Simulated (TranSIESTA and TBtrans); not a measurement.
# Sn chain with one Pd atom in place of Sn

System: Sn chain with one Pd atom in place of Sn. Leads: straight Sn chain, spacing 2.915 Å. Geometry: 3 atoms about the centre moved by SIESTA (PBE, DZP) to a largest force of 0.01 eV/Å, all others as built, motion along the axis alone.

Computed with TranSIESTA and TBtrans, PBE, DZP numerical orbitals (energy shift 0.15 eV), PseudoDojo norm-conserving scalar-relativistic potentials, mesh cutoff 200 Ry, 300 K, spin-polarised (collinear), no spin-orbit coupling; self-consistent non-equilibrium Green functions.

* **Conductance at 300 K (G0 = 2e²/h)**: 1.61
* **Thermopower (μV/K)**: -5.2
* **Mean T from −0.5 to 0.5 eV**: 1.33

Energies count from the leads' Fermi level. Transmissions are for each spin. The energy step is 0.01 eV; narrower resonances are cut or missed.

```csv
E (eV),T up,T down,lead channels up,down
-2.00,0.96,0.96,1,1
-1.90,0.97,0.97,1,1
-1.80,0.97,0.97,1,1
-1.70,0.97,0.97,1,1
-1.60,0.97,0.97,1,1
-1.50,0.96,0.96,1,1
-1.40,0.94,0.94,1,1
-1.30,0.91,0.91,1,1
-1.20,0.86,0.86,1,1
-1.10,0.78,0.78,1,1
-1.00,0.66,0.67,1,1
-0.90,0.50,0.50,1,1
-0.80,0.30,0.30,1,1
-0.70,0.12,0.12,1,1
-0.60,0.065,0.063,3,3
-0.50,0.27,0.23,3,3
-0.40,0.58,0.51,3,3
-0.30,0.94,0.84,3,3
-0.20,1.26,1.17,3,3
-0.10,1.50,1.43,3,3
0.00,1.64,1.60,3,3
0.10,1.70,1.69,3,3
0.20,1.70,1.71,3,3
0.30,1.67,1.69,3,3
0.40,1.62,1.65,3,3
0.50,1.57,1.59,3,3
0.60,1.52,1.54,3,3
0.70,1.48,1.49,3,3
0.80,1.44,1.45,3,3
0.90,1.41,1.42,3,3
1.00,1.39,1.39,3,3
1.10,1.38,1.38,3,3
1.20,1.37,1.37,3,3
1.30,1.36,1.37,3,3
1.40,1.36,1.36,3,3
1.50,1.35,1.36,3,3
1.60,1.34,1.36,3,3
1.70,1.32,1.35,3,3
1.80,1.30,1.33,3,3
1.90,1.28,1.31,3,3
2.00,1.24,1.27,3,3
```

Moments were seeded on the central atoms alone, and one start was tried. The straight chain is held at its spacing; free chains may zigzag or dimerise.
